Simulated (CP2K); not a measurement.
Band structure of MoN2 (C2/m, 6 atoms in the cell).

```
CELL_PARAMETERS angstrom
      5.67641     0.00000     0.00000
      4.44761     3.52710     0.00000
     -1.49629    -0.52129     3.87010
ATOMIC_POSITIONS crystal
  Mo 0.38315 0.38315 0.69216
  Mo 0.61685 0.61685 0.30784
  N  0.16660 0.16660 0.44347
  N  0.83340 0.83340 0.55653
  N  0.41500 0.41500 0.15509
  N  0.58500 0.58500 0.84491
```

Level of theory: PBEsol, GPW, DZVP-MOLOPT-SR-GTH basis, GTH-PBE potentials (GTH_POTENTIALS) (CP2K).

Settings: CUTOFF = 500 Ry; REL_CUTOFF = 40 Ry; SMEAR/METHOD = FERMI_DIRAC; ELECTRONIC_TEMPERATURE = 1160.45 K; KPOINTS/SCHEME = MONKHORST-PACK 6 6 6; GAMMA_CENTERED = T; XC_FUNCTIONAL = PBE:PBESOL; Mo/BASIS_SET = DZVP-MOLOPT-SR-GTH; Mo/POTENTIAL = GTH-PBE-q14; N/BASIS_SET = DZVP-MOLOPT-SR-GTH; N/POTENTIAL = GTH-PBE-q5; METHOD = GPW; EPS_DEFAULT = 1e-10; EXTRAPOLATION = USE_GUESS.

The starting cell comes from a database of computed structures (which also holds hypothetical and non-ambient phases and stackings), without a prior relaxation at this level. Its lattice was rescaled by a random factor within 2.5 % of one. Spin polarisation is off. Values carry the incompleteness of an atom-centred basis. The potentials were made for another functional than the one used.

Levels in eV from the Fermi level, bands 21 to 26:
| point | 21 | 22 | 23 | 24 | 25 | 26 |
|---|---|---|---|---|---|---|
| X | -2.19 | -1.43 | -1.11 | -1.05 | 1.12 | 1.32 |
| Γ | -1.66 | -1.56 | -0.72 | -0.69 | 0.04 | 1.62 |

Bands cross the Fermi level along this path, so the cell is metallic at this level.

Higher empty bands are left out: an atom-centred basis made for the valence describes them poorly.
